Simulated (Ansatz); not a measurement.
The parent structure is MoS2 in the 3R-MoS2 type structure (space group R3m, No. 160; layered, stacked along the Cartesian z axis).

```yaml
crystal:
  lattice:
    - [1.55780, 0.89940, 5.78545]
    - [-1.55780, 0.89940, 5.78545]
    - [0.00000, -1.79879, 5.78545]
  atoms:
    - { symbol: Mo, position: [0.00004, 0.00004, 0.00004] }
    - { symbol: S, position: [0.75647, 0.75647, 0.75647] }
    - { symbol: S, position: [0.57679, 0.57679, 0.57679] }
```

Cartesian axes are those of the cell as printed.

Modification: the cell is compressed by 5.57 % along y with no lateral relaxation, atoms relaxed at fixed cell.

Levels (all Ansatz, an electronic-structure program, PAW): PBEsol-D3(BJ) (420 eV, no spin-orbit coupling); r2SCAN (500 eV, no spin-orbit coupling).

The geometry is relaxed with PBEsol-D3(BJ).

- PBEsol-D3(BJ) band gap: 0.50 eV
- PBEsol-D3(BJ) width of the top valence band: 1.97 eV
- PBEsol-D3(BJ) electron mass: 0.32 mₑ along z, 0.53 mₑ across (off the special points)
- PBEsol-D3(BJ) smallest direct gap: 1.78 eV

**Question.** How does going to r2SCAN change the band gap, width of the top valence band, electron mass and smallest direct gap?

**Answer.** The band gap grows by 0.16 eV to 0.66 eV; the width of the top valence band increases by 0.05 eV, from 1.97 eV to 2.02 eV; the electron mass goes from 0.32 mₑ along z, 0.53 mₑ across (off the special points) to 0.33 mₑ along z, 0.54 mₑ across (off the special points); the smallest direct gap rises by 0.23 eV, from 1.78 eV to 2.01 eV.

Single points use the geometry relaxed with PBEsol-D3(BJ). The cells carry an imposed strain or load. Effective masses come from finite differences of ±0.01 Å⁻¹. Stability against distortions was not tested. k-point labels follow each cell's own Brillouin zone.
